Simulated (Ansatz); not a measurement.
Partial pair distribution functions of a relaxed model of amorphous In$_{24}$O$_{36}$H$_{2}$, broadened by 0.06 Å; density 6.43 g/cm³. Level of theory: PBE, scalar-relativistic without spin-orbit coupling (plane waves to 420 eV, PAW; Ansatz, a program for electronic structure). The usual formal charges leave 2 electrons over, so the level spacing at the Fermi energy parts defect or band states and needn't be the band gap.

A CHGNet melt-quench gave the starting glass, which DFT then relaxed. O atoms were pushed apart under 1.9 Å during the dynamics, to hinder bonds among them. The hot cell started wider than the set density and was brought back towards it in steps. It is the lowest in DFT energy of 2 quenches. It is a model cell: composition and starting density were chosen by hand, and all elements were melted together. No dispersion term was used. Its density started from a set value of 6.43 and ended at 6.43 g/cm³. Cooling (nominally 460 K/ps over its main leg) ran many orders faster than in experiment, which tends to leave more defects and strain. A cell of this size samples the disorder only roughly. The volume was held where the preparation left it, at a PBE pressure of 1.4 GPa. Stress components on the final sampling reach 2.5 GPa.

| r (Å) | g In-O | g O-H | g In-In | g O-O |
|---|---|---|---|---|
| 0.75 | 0.00 | 0.00 | 0.00 | 0.00 |
| 0.85 | 0.00 | 0.43 | 0.00 | 0.00 |
| 0.95 | 0.00 | 7.61 | 0.00 | 0.00 |
| 1.05 | 0.00 | 9.67 | 0.00 | 0.00 |
| 1.15 | 0.00 | 0.89 | 0.00 | 0.00 |
| 1.25 | 0.00 | 0.01 | 0.00 | 0.00 |
| 1.35 | 0.00 | 0.00 | 0.00 | 0.00 |
| 1.45 | 0.00 | 0.35 | 0.00 | 0.00 |
| 1.55 | 0.00 | 2.47 | 0.00 | 0.00 |
| 1.65 | 0.00 | 2.19 | 0.00 | 0.00 |
| 1.75 | 0.00 | 1.88 | 0.00 | 0.00 |
| 1.85 | 0.01 | 0.19 | 0.00 | 0.00 |
| 1.95 | 0.46 | 0.00 | 0.00 | 0.00 |
| 2.05 | 3.94 | 0.00 | 0.00 | 0.00 |
| 2.15 | 7.95 | 0.00 | 0.00 | 0.00 |
| 2.25 | 5.37 | 0.00 | 0.00 | 0.00 |
| 2.35 | 1.97 | 0.00 | 0.00 | 0.00 |
| 2.45 | 0.66 | 0.00 | 0.00 | 0.04 |
| 2.55 | 0.14 | 0.00 | 0.00 | 0.25 |
| 2.65 | 0.14 | 0.24 | 0.00 | 0.59 |
| 2.75 | 0.21 | 0.96 | 0.00 | 1.16 |
| 2.85 | 0.13 | 1.48 | 0.01 | 2.12 |
| 2.95 | 0.14 | 2.68 | 0.23 | 2.54 |
| 3.05 | 0.28 | 1.99 | 0.83 | 2.83 |
| 3.15 | 0.44 | 2.21 | 1.01 | 2.80 |
| 3.25 | 0.41 | 0.94 | 1.56 | 1.90 |
| 3.35 | 0.46 | 0.05 | 2.86 | 1.27 |
| 3.45 | 0.52 | 0.10 | 3.01 | 1.32 |
| 3.55 | 0.52 | 0.68 | 2.69 | 1.25 |
| 3.65 | 0.55 | 1.11 | 2.13 | 1.17 |
| 3.75 | 0.69 | 1.29 | 2.56 | 0.92 |
| 3.85 | 0.87 | 1.99 | 2.39 | 0.54 |
| 3.95 | 1.14 | 1.64 | 1.68 | 0.57 |
| 4.05 | 1.19 | 1.39 | 0.82 | 0.66 |
| 4.15 | 1.35 | 0.74 | 0.82 | 0.62 |
| 4.25 | 1.23 | 0.66 | 0.68 | 0.67 |
| 4.35 | 1.05 | 0.90 | 0.38 | 0.82 |
| 4.45 | 1.08 | 1.19 | 0.38 | 1.10 |
| 4.55 | 1.15 | 0.34 | 0.48 | 0.79 |
| 4.65 | 1.33 | 1.21 | 0.53 | 0.60 |
| 4.75 | 1.35 | 1.75 | 0.51 | 0.65 |

Within 2.58 Å each In has 5.12 O neighbours on average.
